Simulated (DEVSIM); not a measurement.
Structure: abrupt CdTe p-n junction, at 300 K.

Layer 1 from the left is CdTe, thickness (μm) 1.30, Na (cm⁻³) 5.1e16, τn (s) 6.7e-9, τp (s) 6.7e-9. Layer 2 from the left is CdTe, thickness (μm) 3.30, Nd (cm⁻³) 1.9e17, τn (s) 6.7e-9, τp (s) 6.7e-9.

Left contact: ohmic. Right contact: ohmic. Voltage is applied to the left contact. Recombination: SRH at mid-gap, Auger. Mobility is μmin + (μ − μmin)/(1 + (N/Nref)^α).

Constants are typed, rounded textbook-type inputs, not results; the design itself was drawn at random and stands for no fabricated device. Values at 300 K.

CdTe: gap (eV) 1.5, affinity (eV) 4.28, permittivity 10.2, Nc (cm⁻³) 8e17, Nv (cm⁻³) 1.8e19, μn (cm²/Vs) 1000, μp (cm²/Vs) 80, μn,min 100, μp,min 10, Nref,n 1e17, Nref,p 1e17, αn 0.6, αp 0.6, Cn (cm⁶/s) 1e-30, Cp (cm⁶/s) 1e-30.

Model (solved in DEVSIM): 1D drift-diffusion, Boltzmann statistics, complete ionisation; no tunnelling, impact ionisation, image-force lowering or self-heating.

Dark forward current:

```
|V| (V)  |J| (A/cm²)
-------  -----------
0.05       1.647e-11
0.10       5.719e-11
0.15       1.651e-10
0.20       4.554e-10
0.25        1.239e-9
0.30        3.357e-9
0.35        9.092e-9
0.40        2.465e-8
0.45        6.694e-8
0.50        1.822e-7
0.55        4.976e-7
0.60        1.365e-6
0.65        3.768e-6
0.70        1.054e-5
0.75        3.020e-5
0.80        9.113e-5
0.85       0.0003034
0.90        0.001184
0.95        0.005607
1.00         0.03134
1.05          0.1946
1.10           1.274
1.15           8.442
1.20           52.79
1.25           255.5
1.30           791.3
```

Task: Work out the local ideality factor n = ΔV / (kT/q · ln(J2/J1)) between the rows 0.15 and 0.20 V, 1.10 and 1.15 V, 1.25 and 1.30 V.

Result: kT/q = 25.85 mV. From 0.15 to 0.20 V: ln(4.554e-10/1.651e-10) = 1.015, n = 1.91, near the 2 of recombination in the depletion region. From 1.10 to 1.15 V: ln(8.442/1.274) = 1.891, n = 1.02, near the 1 of diffusion or emission over a barrier. From 1.25 to 1.30 V: ln(791.3/255.5) = 1.130, n = 1.71.

Task: Estimate the current at 1.10 V from the Shockley equation with J0 = Σ q ni² D/(N L) coth(W/L), τ joining the SRH, radiative and Auger lifetimes that are on, and W taken as the whole layer.

Result: ni² = 9.07e11 cm⁻⁶; electrons in the p layer: μ = 640 cm²/Vs, D = 16.5 cm²/s, τ = 6.70e-9 s, L = 3.33 μm, W/L = 0.39, term 3.81e-19 A/cm²; holes in the n layer: μ = 38.3 cm²/Vs, D = 0.991 cm²/s, τ = 6.70e-9 s, L = 0.815 μm, W/L = 4.1, term 9.31e-21 A/cm². J0 = 3.90e-19 A/cm², and J = J0 exp(qV/kT) = 1.18 A/cm². The simulation gives 1.27 A/cm²; the estimate lies 7.4 % below. The estimate leaves out recombination in the depletion region and that region's share of W.
